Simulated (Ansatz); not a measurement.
An Ansatz (a quantum-chemistry and plane-wave program) run: a single point on Si with a change (tensor shear ε_xy = −2.04 %), its geometry relaxed with PBEsol; r2SCAN (Ansatz), scalar-relativistic without spin-orbit coupling.

Input:

Ansatz 0.2 input:
```yaml
crystal:
  lattice:
    - [-3.3681520241, 3.3681520241, 3.3008153901]
    - [3.3681520241, -3.3681520241, 3.3008153901]
    - [3.2334787561, 3.2334787561, -3.3008153901]
  atoms:
    - { symbol: Si, position: [0.207479222, 0.2054316839, 0.2098802806] }
    - { symbol: Si, position: [0.4955514033, -0.0024010585, 0.2901197194] }
    - { symbol: Si, position: [0.29812298, 0.4978704009, 0.0023077994] }
    - { symbol: Si, position: [-0.0044373984, 0.2958151807, 0.4976922006] }
    - { symbol: Si, position: [0.792520778, 0.7945683161, 0.7901197194] }
    - { symbol: Si, position: [0.5044485967, 0.0024010585, 0.7098802806] }
    - { symbol: Si, position: [0.70187702, 0.5021295991, -0.0023077994] }
    - { symbol: Si, position: [0.0044373984, 0.7041848193, 0.5023077994] }
basis: { ecutwfc: 500, ecutrho_ratio: 4, xc_grid: 4, fft_grid_basis: typed }
kpoints: { mp_grid: { grid: [10, 10, 10] } }
hamiltonian:
  xc: r2scan
  dispersion: none
  pseudopotentials: { kind: paw }
scf: { occupations: { method: fermi_dirac, width: 0.05 }, convergence: { dr2_threshold: 0.0000000008 } }
output: { forces: true, stress: true }
checkpoint: { write: state.ck, write_every: 1000 }
```

Output (explanatory and most iteration lines left out):

```
Pseudopotential: Si, paw, valence charge 4
Crystal: 8 atoms, lattice volume = 143.795 Å³
Basis set: ecut = 500 eV, 3613 PW (Γ), exchange–correlation on 180×180×180 points (64 copies of the dense FFT grid, shifted against one another)
Bands: 24, of which v1, the nominal top of the filled ones, is band 16 counted from 1 (15 counted from 0)
Symmetry: 4 space group operations
Space group: C2/c (ITA 15), of the structure as read, at distance tolerance 5.2e-5 Å
k-points: 282 of 1000
Functional: x = r2scan, c = r2scan; τ floored in thin density (d = 2e-4 eV/Å³)
SCF iter   1: F=—  HF=-5110.870330 eV  |F-HF|=—  |Δ(HF+E_count)|=         —  Δρ=4.93e-3  dr2=3.15e-2  dr2_τ=5.05e-2  ethr=1.77e-3  ⟨swp⟩=7.1  Hψ=40673  notcnv=0  defer=39
SCF iter   2: F=—  HF=-5110.959915 eV  |F-HF|=—  |Δ(HF+E_count)|=   8.96e-2  Δρ=3.38e-3  dr2=1.45e-2  dr2_τ=4.35e-5  ethr=9.84e-5  ⟨swp⟩=2.0  Hψ=15334  notcnv=0  defer=455
SCF 1 converged in 8 iterations: F = -5110.959706 eV  dr2 = 3.36e-10
SCF converged after 8 iterations
Free energy (F): -5110.959706 eV
Internal energy: -5110.955274 eV  (E = F + TS)
E sigma→0 (E₀):  -5110.957490 eV
Entropy (-TS):   -0.004433 eV (-0.554 meV/atom)
Fermi energy:    7.762302 eV
--- Forces (eV/Å), atoms counted from 1 ---
  atom   1  Si    -0.11846846    -0.14635303    -0.11662555
  atom   2  Si     0.11846846     0.14635303    -0.11662555
  atom   3  Si    -0.11831356     0.09202619     0.11373779
  atom   4  Si     0.11831356    -0.09202619     0.11373779
  atom   5  Si     0.11846846     0.14635303     0.11662555
  atom   6  Si    -0.11846846    -0.14635303     0.11662555
  atom   7  Si     0.11831356    -0.09202619    -0.11373779
  atom   8  Si    -0.11831356     0.09202619    -0.11373779
--- Stress (GPa, compression-positive) ---
        1.459728       2.848361       0.000000
        2.848361       1.519333       0.000000
        0.000000       0.000000       1.382213
  P = ⅓ Tr σ = 1.4538 GPa (14.538 kbar)
```

Single points use the geometry relaxed with PBEsol. The cells carry an imposed strain or load. Whether these cells are dynamically stable was not tested. The cell was made from Si (space group Ia-3, No. 206) by this change: tensor shear ε_xy = −2.04 %. This is not the structure that Si has at room temperature and ambient pressure.
